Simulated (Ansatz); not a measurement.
F on the 1x1 (100) surface of fcc Cu, one in a 2x2 cell, energies for each (26.4 Å²). Energies are against ½ F2(g), without zero-point or thermal terms; each row is named by its start.

All values below come from PBE (plane waves to 420 eV, PAW; Ansatz, a first-principles code).

Slab: 17 atoms, 5.3 Å thick at the start under the adsorbate (thin: gaps and levels are the slab's own); k 6x6x1, smearing 0.1 eV, dipole-corrected; 8 atoms held, the rest relaxed; each run with such symmetry as its start has; no spin, no spin-orbit, no U, no dispersion correction.

A negative adsorption energy means that the adsorbate is more stable on the surface than in its reference. Heights count from the host atoms within 0.3 Å of the top one.

```
starting site                              E_ads (eV)  height (Å)  nearest host atom (Å)  bonded to  Δ work function (eV)  lateral drift (Å)
-----------------------------------------  ----------  ----------  ---------------------  ---------  --------------------  -----------------
top Cu                                          -2.44         [?]                Cu 1.82         Cu                   [?]                0.0
hollow Cu-Cu-Cu-Cu over Cu at depth 1.8 Å       -2.83        1.27                Cu 2.23       4 Cu                  0.69                0.0
bridge Cu-Cu (span 2.6 Å)                         [?]        1.52                Cu 1.96       2 Cu                  1.17                0.0
```

Problem. Fill in the missing entries.

Solution. 
- top Cu, height (Å): 1.88
- top Cu, Δ work function (eV): 2.16
- bridge Cu-Cu (span 2.6 Å), E_ads (eV): -2.92
